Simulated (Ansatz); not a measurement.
Consider the following.

```
CsH
1.0
    0.00000     3.12709     3.12709
    3.12709     0.00000     3.12709
    3.12709     3.12709     0.00000
Cs H
1 1
Direct
  0.00000   0.00000   0.00000
  0.50000   0.50000   0.50000
```

All values below come from PBEsol with spin-orbit coupling, rigid bands (plane waves, PAW; Ansatz, a quantum-chemistry and plane-wave program). Condition of this run: spin-orbit coupling switched on. Cell: cell and atoms relaxed with PBEsol.

Question: What conductivity effective mass do dilute electrons have at 300 K?

Answer: 0.46 mₑ.

Question: What conductivity effective mass do dilute holes have at 300 K?

Answer: 0.68 mₑ.

Question: And the band gap?

Answer: 2.06 eV at this level; semilocal functionals usually fall short of the measured gap.

Rigid bands, one relaxation time for all states, no polarons.

Formula and space group known from diffraction (Crystallography Open Database), not checked to be the room-temperature form: CsH (Fm-3m).
